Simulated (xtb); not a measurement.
xtb 6.7.1, GFN2-xTB: Zn(Cl)(amdMe)(NH3)2 (CC1[N](C)[Zn](<-[NH3])(<-[NH3])([Cl])<-[N]=1C), 25 atoms. The geometry is a generated start, not checked to be a minimum at this level.

```json
{
  "method": "GFN2-xTB",
  "--acc": "1 (default)",
  "--etemp (K)": "300 (default)",
  "detailed input (--input)": "none: ANC optimiser, Lindh (1995) Hessian, microcycle=20, maxdispl=1.0, hlow=0.01 (default)",
  "basis_functions": "61",
  "valence_electrons": "60"
}
```

```xyz
25

Zn     1.2165    -0.4795     0.3617
Cl     3.1906    -0.7433     1.4349
C     -2.1368     1.4534    -0.1531
C     -0.8491     0.6983     0.0188
N      0.0663     1.0515     0.8976
C     -0.0945     2.2069     1.7407
N     -0.5240    -0.3563    -0.6922
C     -1.3742    -0.8713    -1.7277
H     -2.9099     0.8126    -0.5685
H     -1.9790     2.2918    -0.8319
H     -2.4779     1.8459     0.8015
H      0.8181     2.3326     2.3207
H     -0.2600     3.1186     1.1545
H     -0.9303     2.0906     2.4430
H     -0.8549    -1.6947    -2.2168
H     -2.3234    -1.2592    -1.3343
H     -1.6057    -0.1146    -2.4880
N      0.6276    -2.4621     1.2997
H      0.3030    -3.1999     0.6858
H     -0.0536    -2.3457     2.0409
H      1.5032    -2.7548     1.7251
N      2.4757    -0.4118    -1.5342
H      2.4427     0.4708    -2.0321
H      2.3223    -1.1569    -2.2045
H      3.4069    -0.5228    -1.1415
```

Charge 0 and multiplicity 1 are set for this test and not shown to be the ground state.

The structure is relaxed from this start with --opt LEVEL for the levels crude, sloppy, loose, lax, normal, tight, vtight, extreme, once each. Up to the end of the extreme run atoms move by at most 0.59 Å along an axis.

### Question
Choose the cheapest level whose final energy lies within 1 meV of that of extreme.

### Answer
tight: 32 cycles against 68, ending 0.26 meV above.

```csv
level,cycles,energy above the extreme run (meV),gradient norm (eV/Å)
crude,1,8.3,0.12
sloppy,1,8.3,0.12
loose,1,8.3,0.12
lax,1,8.3,0.12
normal,20,1.4,0.029
tight,32,0.26,0.021
vtight,37,0.21,0.0082
extreme,68,—,0.0011
```
